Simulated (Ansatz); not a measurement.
Start from MgO in the rock salt structure (space group Fm-3m, No. 225).

```yaml
crystal:
  lattice:
    - [0.00000, 2.07958, 2.07958]
    - [2.07958, 0.00000, 2.07958]
    - [2.07958, 2.07958, 0.00000]
  atoms:
    - { symbol: Mg, position: [0.00000, 0.00000, 0.00000] }
    - { symbol: O, position: [0.50000, 0.50000, 0.50000] }
```

Cartesian axes are those of the cell as printed.

All numbers come from DFT with LDA, PAW potentials and a 420 eV plane-wave cutoff in Ansatz (a quantum-chemistry and plane-wave program), spin-orbit coupling left out.

The change: an isotropic linear strain of −3.00 %, atoms relaxed at fixed cell.

Question: Predict the stress tensor and what it implies for the stiffness.

Answer: Stress of the strained cell less that of the base (GPa, compression positive):
```
  19.05    0.00    0.00
   0.00   19.05    0.00
   0.00    0.00   19.05
```

Then B = −ΔP/(ΔV/V₀) with ΔV/V₀ = -0.0873 gives secant stiffness values (nonlinear terms included at this strain): B ≈ 218 GPa.

As a check, the harmonic strain energy −½ V₀ Δσ:ε is 48 meV/atom; the computed energy rise is 43 meV/atom.

No phonon test of stability was made.
